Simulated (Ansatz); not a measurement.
The reference is Ce in the fcc (Cu type) structure (space group Fm-3m, No. 225).

```xyz
1
Lattice="0.0000 2.3322 2.3322 2.3322 0.0000 2.3322 2.3322 2.3322 0.0000" Properties=species:S:1:pos:R:3 pbc="T T T"
Ce     0.0000     0.0000     0.0000
```

The values are results of Ansatz (an electronic-structure program) r2SCAN, no spin-orbit coupling, earlier PAW set, not measurements.

One change was made to it. Results:

```json
[
 {"quantity": "density", "base": "9.17 g/cm³", "after": "9.73 g/cm³"},
 {"quantity": "shortest interatomic distance", "base": "329.8 pm", "after": "323.4 pm"}
]
```

Q: Which of these changes matches the shifts?
A. pressure 1.5 GPa
B. pressure 7.5 GPa
C. pressure 3 GPa

A: C, pressure 3 GPa. For comparison, the density in the other runs: pressure 1.5 GPa gives 9.47 g/cm³; pressure 7.5 GPa gives 10.42 g/cm³.

The 4f electrons are in the valence with no U and their state was not checked, so volumes and moments can be off. Load acts through the strain it causes; cell and atoms are relaxed under it. Whether these cells are dynamically stable was not tested. Competing high-pressure phases were not computed. Starting moments died away, wholly or in part, for the base; another magnetic solution may exist. The final runs are not spin-polarised.
